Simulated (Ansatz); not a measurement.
Density of states of SnS₂ (P-3m1) above the conduction band minimum, Ansatz (an electronic-structure program) with PBEsol+D3BJ, rigid bands; cell volume 63.5 Å³.

(energy from edge (eV), 10⁻³ states/eV/cell): (0.006, 42.6); (0.031, 102); (0.056, 141); (0.081, 174); (0.106, 204); (0.131, 234); (0.156, 262); (0.181, 292); (0.206, 323); (0.231, 357); (0.256, 395); (0.281, 448); (0.319, 493); (0.344, 515); (0.369, 535); (0.394, 587); (0.419, 649); (0.444, 702); (0.469, 754); (0.494, 812); (0.519, 873); (0.544, 952); (0.569, 1070); (0.594, 1150)

**Question.** What effective density of states at 300 K does this give (∫ g(E) exp(−E/k_BT) dE, both spins, divided by the cell's size)?

**Answer.** 3.4e19 cm⁻³, a density-of-states mass of 1.22 mₑ, valleys and band degeneracy included.

Spin-orbit coupling is left out. Geometry: cell and atoms relaxed with PBEsol+D3(BJ).

PBEsol with a dispersion correction tends to overbind, so the cell can be several per cent short, in bad cases over ten, which usually narrows a gap: SnS2 (P-3m1).
